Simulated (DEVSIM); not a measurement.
Structure: Schottky contact on n-type Si, at 250 K.

Layer 1 from the left is Si, thickness (μm) 1.20, Nd (cm⁻³) 1.4e17, τn (s) 1.7e-5, τp (s) 1.7e-5. Layer 2 from the left is Si, thickness (μm) 26.0, Nd (cm⁻³) 1.5e18, τn (s) 1.7e-5, τp (s) 1.7e-5.

Left contact: Schottky, work function 4.49 eV, emission velocity 5.6e6 cm/s. Right contact: ohmic. Voltage is applied to the left contact. Recombination: SRH at mid-gap, Auger. Mobility is constant in doping.

This is a model device: material constants are rounded textbook-type values typed into the input, and sizes, dopings and lifetimes were drawn at random. Values at 300 K; Nc and Nv go as T^1.5, mobilities as T to minus their exponent, the gap by Varshni's rule with the affinity fixed.

Si: gap (eV) 1.124, affinity (eV) 4.05, permittivity 11.7, Nc (cm⁻³) 2.86e19, Nv (cm⁻³) 3.1e19, μn (cm²/Vs) 1417, μp (cm²/Vs) 470, T exponent of μn 2.3, T exponent of μp 2.2, Cn (cm⁶/s) 2.8e-31, Cp (cm⁶/s) 9.9e-32, Varshni α (eV/K) 0.000473, Varshni β (K) 636.

Model (solved in DEVSIM): 1D drift-diffusion, Boltzmann statistics, complete ionisation; no tunnelling, impact ionisation, image-force lowering or self-heating. Metal contacts follow the ideal Schottky-Mott rule: no Fermi-level pinning, no interface dipoles.

Question: What does the simulation give for the potential step across the device at zero bias, the dark forward voltage at 100 A/cm²?

Answer: potential step across the device at zero bias 0.382 V; dark forward voltage at 100 A/cm² 0.180 V.
